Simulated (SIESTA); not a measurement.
Band structure of C (P6_3/mmc, 2 atoms in the cell).

```xyz
2
Lattice="2.2172 0.0000 0.0000 -1.1086 1.9201 0.0000 0.0000 0.0000 3.5998" Properties=species:S:1:pos:R:3 pbc="T T T"
C      0.0000     1.2801     0.9000
C      1.1086     0.6400     2.6999
```

Method: GGA PBE, numerical atomic orbitals DZP, PseudoDojo PBE standard norm-conserving potentials (rewritten from UPF to PSML) in SIESTA 5.4.2.

Settings: XC.functional = GGA; XC.authors = PBE; potentials = PseudoDojo PBE standard; PAO.BasisSize = DZP; PAO.EnergyShift = 0.01 Ry; MeshCutoff = 400 Ry; kgrid.MonkhorstPack = 17 17 9; OccupationFunction = MP; OccupationMPOrder = 0; ElectronicTemperature = 580.23 K; MaxSCFIterations = 150; SCF.Mixer.Method = Pulay; SCF.Mixer.Weight = 0.25; SCF.Mixer.History = 8.

The starting cell was generated: these elements placed on a structure prototype, without a prior relaxation; it need not be a known phase or ordering of this composition. Its lattice was rescaled by a random factor within 2.5 % of one. Values carry the incompleteness of an atom-centred basis.

Levels in eV from the Fermi level, bands 1 to 6:
```json
[
 {"point": "Γ", "1": "-18.04", "2": "-9.07", "3": "-8.04", "4": "5.98", "5": "5.98", "6": "7.62"},
 {"point": "M", "1": "-10.21", "2": "-9.16", "3": "-2.22", "4": "-2.14", "5": "-1.60", "6": "2.13"},
 {"point": "K", "1": "-7.68", "2": "-7.68", "3": "-5.63", "4": "0.00", "5": "0.00", "6": "0.30"},
 {"point": "A", "1": "-15.62", "2": "-15.62", "3": "1.74", "4": "1.74", "5": "6.82", "6": "6.82"},
 {"point": "L", "1": "-8.03", "2": "-8.03", "3": "-6.86", "4": "-6.86", "5": "3.94", "6": "3.94"},
 {"point": "H", "1": "-5.93", "2": "-5.93", "3": "-5.12", "4": "-5.12", "5": "-3.38", "6": "-3.38"}
]
```

Bands cross the Fermi level along this path, so the cell is metallic at this level.

Higher empty bands are left out: an atom-centred basis made for the valence describes them poorly.
